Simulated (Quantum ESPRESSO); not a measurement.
Troubleshooting Quantum ESPRESSO: a failed run on K2CuF4 (I4/mmm, 7 atoms in the cell). The aim is a self-consistent single point with DFT, PBEsol, plane waves, GBRV 1.5 ultrasoft (PBESOL) pseudopotentials.

Cell that was meant: a = 7.0080 Å, b = 7.0080 Å, c = 7.0080 Å, α = 145.58°, β = 145.58°, γ = 49.47°.

Part of the input:

```fortran
/
&SYSTEM
    ibrav = 0
    nat = 8
    ntyp = 3
    ecutwfc = 50
    ecutrho = 400
```

Output (repeated stretches shortened):

```
     This program is part of the open-source Quantum ESPRESSO suite
     for quantum simulation of materials; please cite

 %%%%%%%%%%%%%%%%%%%%%%%%%%%%%%%%%%%%%%%%%%%%%%%%%%%%%%%%%%%%%%%%%%%%%%%%%%%%%%
     Error in routine read_cards (8):
     wrong number of columns in ATOMIC_POSITIONS
 %%%%%%%%%%%%%%%%%%%%%%%%%%%%%%%%%%%%%%%%%%%%%%%%%%%%%%%%%%%%%%%%%%%%%%%%%%%%%%

     stopping ...
```

Task: Read the log: what does the program object to, and what is the fix?

Result: The fault is an atom count that does not match the list of atoms; here the program stops on it instead of giving results. To fix it, make the count match the list. The program stopped before any SCF iteration.

An input that runs soundly differs in these lines (not the only fix; some lines may just follow from the change or write a value another way):
```diff
-    nat = 8
+    nat = 7
```

With that input, the run converged in 13 iterations: free energy E − TS -9686.4024 eV; Fermi level (on the code's own zero) 4.93 eV; pressure -1.83 GPa; largest force (vector length) 0.127 eV/Å (DFT, PBEsol, plane waves, GBRV 1.5 ultrasoft (PBESOL) pseudopotentials).

On the sound input: the starting cell comes from a database of published, mostly measured structures (it also holds non-ambient and calculated ones), without a prior relaxation at this level. Spin polarisation is off; with an odd number of electrons in the cell that forces a metal, and a magnetic state may lie lower.
